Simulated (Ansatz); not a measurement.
Consider CsPbBr3 in the cubic perovskite structure (space group Pm-3m, No. 221).

```xyz
5
Lattice="5.7702 0.0000 0.0000 0.0000 5.7702 0.0000 0.0000 0.0000 5.7702" Properties=species:S:1:pos:R:3 pbc="T T T"
Cs     0.0000     0.0000     0.0000
Pb     2.8851     2.8851     2.8851
Br     2.8851     0.0000     2.8851
Br     0.0000     2.8851     2.8851
Br     2.8851     2.8851     0.0000
```

Cartesian axes are those of the cell as printed.

The values are results of LDA, PAW, 420 eV (Ansatz, a quantum-chemistry and plane-wave program; scalar-relativistic without spin-orbit coupling), not measurements.

Strains are applied to the cell and any free atomic positions relax; under biaxial strain the out-of-plane vector relaxes too.

One change was made to it. Results:

```tsv
quantity	base	after
energy relative to the base (free energy F)	0 meV/atom	+13 meV/atom
pressure (mean of the normal stresses, compression positive)	0.00 GPa	-1.11 GPa
shortest interatomic distance	2.885 Å	2.866 Å
```

Problem. What was done to the base?
A) biaxial strain +2.40 %, plane normal [001], relaxed out of plane
B) biaxial strain +0.60 %, plane normal [001], relaxed out of plane
C) biaxial strain +3.00 %, plane normal [001], relaxed out of plane
D) biaxial strain +1.80 %, plane normal [001], relaxed out of plane
E) biaxial strain +1.20 %, plane normal [001], relaxed out of plane

Solution. C, biaxial strain +3.00 %, plane normal [001], relaxed out of plane. For comparison, the energy relative to the base in the other runs: biaxial strain +2.40 %, plane normal [001], relaxed out of plane gives +8.5 meV/atom; biaxial strain +0.60 %, plane normal [001], relaxed out of plane gives +0.6 meV/atom; biaxial strain +1.20 %, plane normal [001], relaxed out of plane gives +2.2 meV/atom; biaxial strain +1.80 %, plane normal [001], relaxed out of plane gives +4.9 meV/atom.

No phonon test of stability was made. Many cubic perovskites are stable only at high temperature; tilts and polar distortions were not tested. This is not the structure that CsPbBr3 has at room temperature and ambient pressure.
